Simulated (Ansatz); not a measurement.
The parent structure is ZnO in the wurtzite structure (space group P6_3mc, No. 186).

```
CELL_PARAMETERS angstrom
      3.23518     0.00000     0.00000
     -1.61759     2.80175     0.00000
      0.00000     0.00000     5.21141
ATOMIC_POSITIONS crystal
  Zn 0.66667 0.33333 0.00241
  Zn 0.33333 0.66667 0.50241
  O  0.66667 0.33333 0.62279
  O  0.33333 0.66667 0.12279
```

Cartesian axes are those of the cell as printed.

Level of theory: Ansatz (a program for electronic structure), r2SCAN, PAW, cutoff 500 eV, no SOC.

Base values:

The valence-band top at Γ is 0.00, 0.00, -0.10 eV. The shortest interatomic distance is 1.970 Å.

The change: the cell is stretched by 3.63 % along y with no lateral relaxation, atoms relaxed at fixed cell.

### Question
Predict the new valence-band top at Γ.

### Answer
The valence-band top at Γ (three highest levels, from the VBM) goes from 0.00, 0.00, -0.10 eV to 0.00, -0.09, -0.12 eV.

### Question
Predict the new shortest interatomic distance.

### Answer
The shortest interatomic distance increases by 0.025 Å (1.970 Å → 1.995 Å).

### Question
How does this affect the stress?

### Answer
The stress (xx, yy, zz, yz, xz, xy; compression positive) is (-4.12, -7.42, -3.72, 0.00, 0.00, 0.00) GPa.

The levels and masses belong to the bands next to the band gap. The cells carry an imposed strain or load. No phonon test of stability was made.
